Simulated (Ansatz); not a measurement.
These are PBE (plane waves to 420 eV, PAW; Ansatz, an electronic-structure program) values and carry that method's errors.

Host crystal: monoclinic HfO2, with a band gap (PBE, scalar-relativistic without spin-orbit coupling).

Planar average of the electrostatic potential across the slab, in eV from the highest filled level, for CH3 on the 1x1 (100) surface of monoclinic HfO2 (cut with top plane 2 O), one in a 1x1 cell, started at the site 'bridge O-O (span 5.2 Å)':

```tsv
z (Å)	V (eV)
5.34	7.19
5.64	7.19
5.94	7.19
6.23	7.19
6.53	7.19
6.83	7.19
7.13	7.19
7.42	7.18
7.72	7.16
8.02	7.12
8.31	6.99
8.61	6.64
8.91	5.62
9.20	2.42
9.50	-0.80
9.80	-3.04
10.09	-4.58
10.39	-5.46
10.69	-6.29
10.98	-7.57
11.28	-6.89
11.58	-5.74
11.88	-5.74
12.17	-6.89
12.47	-7.76
12.77	-6.61
13.06	-5.78
13.36	-4.71
13.66	-3.18
13.95	-1.80
14.25	-1.77
14.55	-1.80
14.84	-3.18
15.14	-4.71
15.44	-5.77
15.73	-6.56
16.03	-7.68
16.33	-6.85
16.63	-5.75
16.92	-5.75
17.22	-6.77
17.52	-7.49
17.81	-6.28
18.11	-5.48
18.41	-4.47
18.70	-3.04
19.00	-0.99
19.30	1.89
19.59	4.49
19.89	3.90
20.19	2.66
20.48	2.06
20.78	2.82
21.08	4.84
21.38	5.73
21.67	6.02
21.97	6.13
22.27	6.17
22.56	6.19
22.86	6.19
23.16	6.19
23.45	6.20
23.75	6.20
24.05	6.20
24.34	6.20
24.64	6.20
24.94	6.20
25.23	6.20
```

Model: 28-atom slab, 9.3 Å thick at the start under the adsorbate (thin: gaps and levels are the slab's own), 4x4x1 mesh, Fermi-Dirac 0.01 eV, dipole correction, 12 atoms held, the rest relaxed; no symmetry held; spin-polarised, ending with about 1.0 μB a cell; orders that need a larger cell were not tried, no spin-orbit, no U, no dispersion correction. At the end it is bonded to Hf. In PBE it is, or lies within 0.03 eV of, the lowest of the starts that converged.

The surface cell has an area of 27.90 Å². What dipole along the normal does the step between the two vacuum levels imply?

the top vacuum level lies 1.00 eV below the bottom one; p = −ε₀ A ΔV (ε₀ = 0.005526 e/(V·Å)) gives 0.15 e·Å a cell.
